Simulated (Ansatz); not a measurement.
## PbS, carrier doping

Start from PbS in the rock salt structure (space group Fm-3m, No. 225; a = 6.0092 Å).

Carriers are added at fixed cell with a uniform background; the Fermi–Dirac width is that of 300 K.

The values are results of Ansatz (a first-principles code) PBE, no spin-orbit coupling, not measurements.

Candidates:
(a) electrons 5.0×10^20 cm⁻³
(b) holes 5.0×10^20 cm⁻³
(c) holes 5.0×10^21 cm⁻³

Before the change:

The gap between the host's bands comes out as 0.49 eV.

### Question
Order them by gap between the host's bands, lowest first.

### Answer
(a) electrons 5.0×10^20 cm⁻³ (0.48 eV), (b) holes 5.0×10^20 cm⁻³ (0.51 eV), (c) holes 5.0×10^21 cm⁻³ (0.65 eV)

Charged cell with a jellium background: band edges are those of the host's band count, energies are not comparable with the neutral cell, and many-body gap narrowing is missing. With Pb present, leaving out spin-orbit coupling can change the band edges. Stability against distortions was not tested. The base started in P3_121 and relaxed to Fm-3m at this level.
